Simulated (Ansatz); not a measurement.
```
Cr3Ni
1.0
   -1.75535     1.75535     3.49805
    1.75535    -1.75535     3.49805
    1.75535     1.75535    -3.49805
Cr Ni
3 1
Direct
  0.50000   0.50000   0.00000
  0.75000   0.25000   0.50000
  0.25000   0.75000   0.50000
  0.00000   0.00000   0.00000
```
Moments meant for the start (each program seeds them in its own way; μB, in the order of the atoms Cr Cr Cr Ni): 3.0 0.0 0.0 0.0.

Method of the run: PBEsol, PAW files made with PBE (plane waves; Ansatz, a program for electronic structure).

The set-up and first iterations of an Ansatz log for Cr3Ni (I4/mmm, 4 atoms in the cell):

```
WARN basis.ecutwfc = 420 eV, the default
WARN ansatz: RAYON_NUM_THREADS=1 ignored (pool sized by the plan → 1); use --threads N
Pseudopotentials: kind: paw
Pseudopotential: Cr, paw, valence charge 14
Pseudopotential: Ni, paw, valence charge 18
Crystal: 4 atoms, lattice volume = 43.114 Å³
Basis set: ecut = 420 eV, 819 PW (Γ), exchange–correlation on 60×60×60 points (8 copies of the dense FFT grid, shifted against one another)
Bands: 38, of which v1, the nominal top of the filled ones, is band 30 counted from 1 (29 counted from 0)
Symmetry: 16 space group operations
Space group: I4/mmm (ITA 139), of the structure as read, at distance tolerance 3.5e-5 Å
Magnetic group: BNS 139.531 (UNI 1191), of the structure as read, at distance tolerance 3.5e-5 Å
k-points: 40 of 343
PAW frozen core: Cr, regenerated for the run's functional, and the local potential with it
PAW frozen core: Ni, regenerated for the run's functional, and the local potential with it
Initial density: superposition of atomic densities (chi_scale 0.1, normalization cell)
Starting moments: Σ|m| = 3 μB on 1 of 4 sites
Initial wavefunctions: pseudopotential atomic-orbital guess
Eigensolver: davidson
Functional: x = pbesol(κ = 0.804, μ = 0.12345679012345678), c = pbesol(β = 0.046)
SCF iter   1: F=—  HF=-15858.984316 eV  |F-HF|=—  |Δ(HF+E_count)|=         —  Δρ=1.82e-1 (↑1.82e-1 ↓1.09e-1)  dr2=2.11e1  dr2_m=3.34e0  M=0.705 μB ∫|m|=0.929 μB  β_m=0.30  ethr=3.10e-3  ⟨swp⟩=4.0  Hψ=8898  notcnv=0
Mixer restart at iter 1: flushing history
all-band conjugate gradients solve this SCF's bands
preconditioner: auto → Kerker (q_TF=auto, 2.883 Å⁻¹)
spin=Collinear: Kerker preconditioning applied to the charge; magnetization (m = ρ↑ − ρ↓) channel mixes plain (no charge-response kernel on spin).
SCF iter   2: F=—  HF=-15853.570984 eV  |F-HF|=—  |Δ(HF+E_count)|=    5.41e0  Δρ=1.11e-1 (↑1.11e-1 ↓6.44e-2)  dr2=7.52e0  dr2_m=1.54e0  M=0.707 μB ∫|m|=0.943 μB  β_m=0.50  ethr=3.10e-3  ⟨swp⟩=2.1  Hψ=6298  notcnv=0  defer=101
SCF iter   3: F=—  HF=-15851.953600 eV  |F-HF|=—  |Δ(HF+E_count)|=    1.62e0  Δρ=3.28e-2 (↑2.90e-2 ↓3.28e-2)  dr2=3.86e-1  dr2_m=1.44e-1  M=0.576 μB ∫|m|=0.873 μB  β_m=0.54  ethr=3.10e-3  ⟨swp⟩=2.7  Hψ=6318  notcnv=0  defer=84
SCF iter   4: F=—  HF=-15851.940602 eV  |F-HF|=—  |Δ(HF+E_count)|=   1.30e-2  Δρ=2.51e-2 (↑2.51e-2 ↓2.26e-2)  dr2=6.38e-1  dr2_m=6.14e-2  M=0.495 μB ∫|m|=0.754 μB  β_m=0.51  ethr=6.43e-4  ⟨swp⟩=2.0  Hψ=6660  notcnv=0  defer=63
   [... lines left out ...]
```

Q: How does the run end?

A: The run converged, with 49 iterations in all over 2 SCF loops. Its thresholds were met; that alone does not show that basis and mesh suffice. It ends on: free energy E − TS (on the zero of these files) -15851.9558 eV; Fermi level (on the code's own zero) 20.06 eV; pressure 6.61 GPa; size of the cell's spin moment 0.00 μB. The log goes on:

```
   [... 7 lines left out ...]
   [... lines left out ...]
SCF iter  16: F=—  HF=-15851.955795 eV  |F-HF|=—  |Δ(HF+E_count)|=   2.47e-8  Δρ=8.26e-6 (↑7.36e-6 ↓8.26e-6)  dr2=7.57e-8  dr2_m=2.69e-10  M=-0.000 μB ∫|m|=0.000 μB  β_m=0.92  ethr=1.37e-10  ⟨swp⟩=2.1  Hψ=5250  notcnv=0  defer=52
SCF iter  17: F=—  HF=-15851.955795 eV  |F-HF|=—  |Δ(HF+E_count)|=   4.89e-9  Δρ=4.42e-7 (↑3.96e-7 ↓4.42e-7)  dr2=1.56e-10  dr2_m=1.30e-11  M=-0.000 μB ∫|m|=0.000 μB  β_m=0.96  ethr=1.26e-10  ⟨swp⟩=2.0  Hψ=4024  notcnv=0  defer=52
SCF iter  18: F=-15851.955795 eV  HF=-15851.955795 eV  |F-HF|=5.16e-9  |Δ(HF+E_count)|=  4.26e-10  Δρ=1.64e-6 (↑1.55e-6 ↓1.64e-6)  dr2=5.37e-9  dr2_m=8.39e-13  M=-0.000 μB ∫|m|=0.000 μB  ethr=1.00e-12  ⟨swp⟩=4.5  Hψ=8852  notcnv=0
SCF 1 converged in 18 iterations: F = -15851.955795 eV  dr2 = 5.37e-9
Crystal: 4 atoms, lattice volume = 43.114 Å³
Starting moments: Σ|m| = 17 μB on 4 of 4 sites
SCF iter   1: F=—  HF=-15849.308155 eV  |F-HF|=—  |Δ(HF+E_count)|=         —  Δρ=4.06e-1 (↑4.06e-1 ↓2.72e-1)  dr2=3.66e1  dr2_m=3.95e1  M=6.653 μB ∫|m|=6.749 μB  β_m=0.30  ethr=3.10e-3  ⟨swp⟩=2.9  Hψ=9245  notcnv=0
preconditioner: auto → Kerker (q_TF=auto, 2.883 Å⁻¹)
spin=Collinear: Kerker preconditioning applied to the charge; magnetization (m = ρ↑ − ρ↓) channel mixes plain (no charge-response kernel on spin).
SCF iter   2: F=—  HF=-15848.112741 eV  |F-HF|=—  |Δ(HF+E_count)|=    1.20e0  Δρ=2.62e-1 (↑2.62e-1 ↓1.71e-1)  dr2=6.72e0  dr2_m=1.67e1  M=6.782 μB ∫|m|=6.856 μB  β_m=0.30  ethr=3.10e-3  ⟨swp⟩=2.4  Hψ=7275  notcnv=0
   [... lines left out ...]
spin-set hold released at iteration 10 (site moments contracting)
iter 27 did not close the SCF: its close was put off for a magnetic moment that had not settled (scf_convergence_deferred on its scf_iter line)
iter 28 did not close the SCF: its close was put off for a magnetic moment that had not settled (scf_convergence_deferred on its scf_iter line)
iter 29 did not close the SCF: its close was put off for a magnetic moment that had not settled (scf_convergence_deferred on its scf_iter line)
iter 30 did not close the SCF: its close was put off for a magnetic moment that had not settled (scf_convergence_deferred on its scf_iter line)
WARN: the starting moments were not kept: the SCF closed with an absolute magnetisation of 3.9e-5 μB, where they sum to 3 μB in size (1 site) …
Absolute magnetization: 0.0000 μB (∫|ρ↑−ρ↓|, with the PAW one-centre terms)
Free energy (F): -15851.955795 eV
   [... lines left out ...]
Fermi energy:    20.058778 eV
--- Forces (eV/Å), atoms counted from 1 ---
  atom   1  Cr     0.00000000     0.00000000     0.00000000
   [... zero for the other atoms too ...]
--- Stress (GPa, compression-positive) ---
        6.775893       0.000000       0.000000
        0.000000       6.775893      -0.000000
        0.000000      -0.000000       6.276630
  P = ⅓ Tr σ = 6.6095 GPa (66.095 kbar)
  The stress holds the Pulay correction. Without it, at fixed plane waves, as pw.x and ABINIT print it: P = 6.5287 GPa
```

For comparison: a first run was changed to give this one (lattice scaled by 0.98), and from it to this one the free energy drops by 6.3 meV/atom, the pressure goes from -8.68 to 6.61 GPa and the size of the net moment goes from 0.10 to 0.00 μB/atom.

The starting cell comes from a database of computed structures (which also holds hypothetical and non-ambient phases and stackings), without a prior relaxation at this level. Its lattice was rescaled by a random factor within 2.5 % of one. For this run, on top of that: lattice scaled by 0.98. The starting moments vanished: the run ended non-magnetic, which need not be the lowest state. The program warned that a starting moment was not kept. With a pressure of about 7 GPa the cell is away from its equilibrium volume at this level. Ansatz's pressure includes its estimate of the finite-basis (Pulay) stress.

The run was DFT, PBEsol, plane waves, PAW files made with PBE. Main settings of its input:

```
key                                                                   value
----------------------------  ---------------------------------------------
kpoints.mp_grid.grid                                                  7 7 7
hamiltonian.xc                                                       pbesol
hamiltonian.pseudopotentials  {kind: paw} (the program's default PAW files)
magnetization.spin_polarized                                           true
scf.occupations.method                                             gaussian
scf.occupations.width                                              0.272 eV
```

Keys are those of Ansatz 0.2.
